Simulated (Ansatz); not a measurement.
**Si (space group C2/m, No. 12; a cell from a computed database, its experimental status unchecked)**

```
CELL_PARAMETERS angstrom
      6.90138    -1.92005     0.00000
      6.90138     1.92005     0.00000
     -0.74463     0.00000     6.28217
ATOMIC_POSITIONS crystal
  Si 0.05530 0.05530 0.87333
  Si 0.94470 0.94470 0.12667
  Si 0.55907 0.55907 0.65330
  Si 0.44093 0.44093 0.34670
  Si 0.21253 0.21253 0.05698
  Si 0.78747 0.78747 0.94302
  Si 0.72703 0.72703 0.58571
  Si 0.27297 0.27297 0.41429
```

Computed with PBEsol (Ansatz, an electronic-structure program; PAW; 420 eV plane waves; without spin-orbit coupling). Settings: 9×9×6 k-points, 0.05 eV Fermi–Dirac smearing.

| Property | Result |
|---|---|
| Volume per atom | 20.81 Å³ |
| Density | 2.24 g/cm³ |
| Band gap | 0.16 eV (uncertain: the edges found on the path are not clean extrema) |
| Total energy | -621.422 eV/atom (σ→0; compares only within this code and set-up) |

Stability against distortions was not tested. This is not the structure that Si has at room temperature and ambient pressure. A zero or small gap of Si can be the functional's error rather than a property of the material.
